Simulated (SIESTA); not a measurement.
```xyz
6
Lattice="0.0000 3.9356 3.9356 3.9356 0.0000 3.9356 3.9356 3.9356 0.0000" Properties=species:S:1:pos:R:3 pbc="T T T"
Sr     5.8598     5.8480     5.9232
Sr     3.9278     3.9186     3.9054
Pd     2.9582     0.9851     2.9868
Pd     0.9816     1.0145     0.9879
Pd     1.0343     2.9715     2.9630
Pd     2.9487     2.9726     0.9440
```

Method of the run: SIESTA with GGA PBEsol, numerical atomic orbitals DZP, PseudoDojo PBEsol standard norm-conserving potentials (rewritten from UPF to PSML).

The set-up and first iterations of a SIESTA log for SrPd2 (P1, 6 atoms in the cell):

```
reinit: Reading from file input.fdf

reinit: System Name: SrPd2
reinit: System Label: siesta

coor:   Atomic-coordinates input format  =     Fractional

siesta: Atomic coordinates (Bohr) and species
siesta:     11.07339  11.05110  11.19314  1        1
siesta:      7.42239   7.40511   7.38021  1        2
siesta:      5.59011   1.86164   5.64415  2        3
siesta:      1.85487   1.91706   1.86693  2        4
siesta:      1.95459   5.61536   5.59926  2        5
siesta:      5.57230   5.61737   1.78397  2        6

siesta: System type = bulk

initatomlists: Number of atoms, orbitals, and projectors:      6    94   108

siesta: ******************** Simulation parameters ****************************
redata: Spin configuration                          = none
redata: Time-Reversal Symmetry                      = T
redata: Number of Atomic Species                    =        2
redata: Mesh Cutoff                                 =   400.0000 Ry
   [... lines left out ...]
diag: Parallel block-size                           = 64
diag: Parallel distribution                         =     1 x     1
diag: Used triangular part                          = Lower
diag: Absolute tolerance                            =  0.100E-15
diag: Orthogonalization factor                      =  0.100E-05
diag: Memory factor                                 =  1.0000

superc: Internal auxiliary supercell:     5 x     5 x     5  =     125
superc: Number of atoms, orbitals, and projectors:    750  11750  13500

                        Single-point calculation

superc: Internal auxiliary supercell:     5 x     5 x     5  =     125
superc: Number of atoms, orbitals, and projectors:    750  11750  13500

outcell: Unit cell vectors (Ang):
        0.000000    3.935625    3.935625
        3.935625    0.000000    3.935625
        3.935625    3.935625    0.000000

outcell: Cell vector modules (Ang)   :    5.565814    5.565814    5.565814
outcell: Cell angles (23,13,12) (deg):     60.0000     60.0000     60.0000
outcell: Cell volume (Ang**3)        :    121.9189
new_DM -- step:     1
Initializing Density Matrix...

Attempting to read DM from file... Failed...
DM filled with atomic data:

InitMesh: MESH = 60 x 60 x 60 = 216000
InitMesh: Mesh cutoff (required, used) =   400.000   481.768 Ry

stepf: Methfessel-Paxton step function
       Using Hermite-Gauss polynomials of order  0
        iscf     Eharris(eV)        E_KS(eV)     FreeEng(eV)     dDmax    Ef(eV) dHmax(eV)
   scf:    1   -16498.248355   -16534.087622   -16534.111034  1.769667 -4.968613  3.918486
   scf:    2   -16534.501088   -16534.299552   -16534.323065  0.087265 -4.914450  3.276661
   scf:    3   -16535.036706   -16534.721913   -16534.746398  0.324751 -4.748721  0.973921
   scf:    4   -16534.828974   -16534.787996   -16534.812984  0.076127 -4.760674  0.093682
   scf:    5   -16534.788563   -16534.788338   -16534.813365  0.011793 -4.755599  0.029275
```

Problem. How does the run end?

Solution. The run converged in 28 iterations. Convergence of the loop says nothing yet on basis, mesh or lower states. It ends on: free energy E − TS -16534.8140 eV; Fermi level (on the code's own zero) -4.76 eV; pressure 6.18 GPa; largest force (vector length) 0.574 eV/Å. The log goes on:

```
   [... 19 lines left out ...]
   scf:   25   -16534.789074   -16534.789074   -16534.813969  0.000014 -4.761306  0.000076
   scf:   26   -16534.789074   -16534.789074   -16534.813969  0.000012 -4.761311  0.000068
   scf:   27   -16534.789074   -16534.789074   -16534.813969  0.000011 -4.761314  0.000061
   scf:   28   -16534.789074   -16534.789074   -16534.813969  0.000010 -4.761318  0.000054
SCF Convergence by DM+H criterion
max |DM_out - DM_in|         :     0.0000095470
max |H_out - H_in|      (eV) :     0.0000543690
SCF cycle converged after 28 iterations

Using DM_out to compute the final energy and forces

siesta: E_KS(eV) =           -16534.7891

siesta: E_KS - E_eggbox =    -16534.7891

siesta: Atomic forces (eV/Ang):
     1    0.277730    0.458838   -0.205667
     2   -0.031504    0.109439    0.276615
     3   -0.115296   -0.000752   -0.399699
     4    0.127251   -0.145723    0.159881
     5   -0.349455   -0.173169   -0.043887
     6    0.091829   -0.246121    0.213279
   Tot    0.000554    0.002513    0.000523
   Max    0.458838
   Res    0.226571    sqrt( Sum f_i^2 / 3N )
   Max    0.458838    constrained

Stress tensor Voigt[x,y,z,yz,xz,xy] (kbar):      -61.40      -62.57      -61.53       -0.96       -2.19        2.30
(Free)E + p*V (eV/cell)   -16530.1087
Target enthalpy (eV/cell)   -16534.8140

   [... lines left out ...]
siesta: FreeEng =    -16534.813969
   [... lines left out ...]

siesta: Stress tensor (static) (eV/Ang**3):
siesta:    -0.038324    0.001433   -0.001365
siesta:     0.001433   -0.039050   -0.000601
siesta:    -0.001365   -0.000601   -0.038406

siesta: Cell volume =        121.918926 Ang**3

siesta: Pressure (static):
siesta:                Solid            Molecule  Units
siesta:           0.00042034          0.00036670  Ry/Bohr**3
siesta:           0.03859351          0.03366892  eV/Ang**3
siesta:          61.83361345         53.94355294  kBar
```

For comparison: a first run was changed to give this one (atoms moved at random), and from it to this one the free energy goes up by 8.8 meV/atom, the pressure goes from 6.07 to 6.18 GPa and the largest force goes from 0.000 to 0.574 eV/Å.

The starting cell comes from a database of computed structures (which also holds hypothetical and non-ambient phases and stackings), without a prior relaxation at this level. For this run, on top of that: atoms moved at random. Spin polarisation is off. Values carry the incompleteness of an atom-centred basis. With a pressure of about 6 GPa the cell is away from its equilibrium volume at this level.

The run was DFT, GGA PBEsol, numerical atomic orbitals DZP, PseudoDojo PBEsol standard norm-conserving potentials (rewritten from UPF to PSML). Main settings of its input:

```
setting                                     value
---------------------  --------------------------
XC.functional                                 GGA
XC.authors                                 PBEsol
potentials             PseudoDojo PBEsol standard
PAO.BasisSize                                 DZP
PAO.EnergyShift                           0.01 Ry
MeshCutoff                                 400 Ry
kgrid.MonkhorstPack                         7 7 7
OccupationFunction                             MP
OccupationMPOrder                               0
ElectronicTemperature                     136 meV
MaxSCFIterations                              150
SCF.Mixer.Method                          Broyden
```
